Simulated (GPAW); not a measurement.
Worked example: self-consistent single point of NiO (Fm-3m, 4 atoms in the cell) in GPAW.

Computed with PBE, GPAW PAW datasets PBE (gpaw-data 1.0.1) (plane waves; GPAW).

```yaml
crystal:
  lattice:
    - [4.26945, 2.13473, 2.13473]
    - [2.13473, 4.26945, 2.13473]
    - [2.13473, 2.13473, 4.26945]
  atoms:
    - { symbol: Ni, position: [0.00000, 0.00000, 0.00000], spin: 2.0 }
    - { symbol: Ni, position: [0.50000, 0.50000, 0.50000], spin: -2.0 }
    - { symbol: O, position: [0.25000, 0.25000, 0.25000] }
    - { symbol: O, position: [0.75000, 0.75000, 0.75000] }
```
(The spins are starting values, not results.)

Reference input (self-consistent single point, DFT PBE, plane waves, GPAW PAW datasets PBE (gpaw-data 1.0.1)): spinpol = true; mode = pw; ecut = 900 eV; xc = PBE; kpts = 9 9 9; mesh shift (steps) = 0 0 0; occupations.name = fermi-dirac; occupations.width = 0.02 eV; nbands = -6; convergence.bands = -4; symmetry.symmorphic = false; symmetry.tolerance = 0.0005. This run's input differs from it in these lines:

```diff
@@ -19,3 +19,3 @@
             xc='PBE',
-            kpts=(9, 9, 9),
+            kpts={'size': (6, 6, 6), 'gamma': True},
             occupations=FermiDirac(0.02),
```

Output, abridged:

```
     iter     time        total  log10-change:  magmom
                         energy   eigst   dens
iter:   1 --:--:--   -27.254714   +0.54           -0.0000
iter:   2 --:--:--   -27.874042   -0.27  -1.23    -0.0000
iter:   3 --:--:--   -27.238656   -0.72  -1.28    +0.0000
iter:   4 --:--:--   -27.212226   -1.45  -1.60    +0.0000
iter:   5 --:--:--   -27.333610   -1.64  -1.66    +0.0000
iter:   6 --:--:--   -27.301040   -1.57  -2.08    +0.0000
iter:   7 --:--:--   -27.211992   -2.40  -1.94    +0.0000
iter:   8 --:--:--   -27.211135   -3.46  -2.70    +0.0000
iter:   9 --:--:--   -27.215462c  -3.93  -2.92    +0.0000
iter:  10 --:--:--   -27.210535c  -3.63  -2.56    +0.0000
iter:  11 --:--:--   -27.210533c  -5.24  -4.05c   +0.0000
iter:  12 --:--:--   -27.210545c  -6.21  -4.16c   -0.0000
iter:  13 --:--:--   -27.210551c  -6.70  -4.44c   -0.0000
iter:  14 --:--:--   -27.210552c  -7.07  -4.25c   -0.0000
iter:  15 --:--:--   -27.210553c  -7.78c -4.15c   -0.0000
Converged after 15 iterations.

Dipole moment: (0.000000, 0.000000, 0.000000) |e|*Ang

Total magnetic moment: (0.000000, 0.000000, -0.000000)
Local magnetic moments:
   0 Ni ( 0.000000,  0.000000,  1.414416)
   1 Ni ( 0.000000,  0.000000, -1.414416)
   2 O  ( 0.000000,  0.000000, -0.000000)
   3 O  ( 0.000000,  0.000000, -0.000000)

Energy contributions relative to reference atoms: (reference = -86817.701497)

Kinetic:        +40.564309
Potential:      -35.623438
External:        +0.000000
XC:             -32.724799
Entropy (-ST):   -0.000000
Local:           +0.573375
SIC:             +0.000000
--------------------------
Free energy:    -27.210553
Extrapolated:   -27.210553

Spin contamination: 1.537558 electrons
Showing only first 2 kpts
                      Up                     Down
   [... lines left out ...]
Fermi level: 7.20741
Gap: 1.022 eV
Direct gap: 1.201 eV
   [... lines left out ...]
Energy (eV): -27.210553

Forces in eV/Ang:
  0 Ni    0.00000    0.00000   -0.00000
  1 Ni    0.00000   -0.00000   -0.00000
  2 O    -0.00000   -0.00000   -0.00000
  3 O     0.00000    0.00000    0.00000

Stress tensor:
     0.040010     0.001438     0.001438
     0.001438     0.040010     0.001438
     0.001438     0.001438     0.040010
Stress (GPa, Voigt): [6.4104 6.4104 6.4104 0.2303 0.2303 0.2303]
```

The run converged in 15 iterations. GPAW prints stress with tension positive. Against the reference run the free energy hardly moves (within 1 meV/atom) and the gap on the mesh goes from 0.943 to 1.022 eV.

At such cutoffs GPAW's stress carries a finite-basis (Pulay) error, which enters relaxed cells too; its log prints stress with tension positive.

The starting cell has typed, rounded lattice constants, without a prior relaxation at this level. Its lattice was rescaled by a random factor within 2.5 % of one. The magnetic order is the one reached from the typed start; others were not searched systematically. Another mesh or the band path of this cell gives a smaller gap, so this value is not converged in the mesh.

Cost on one core of a shared machine: roughly 5 min.
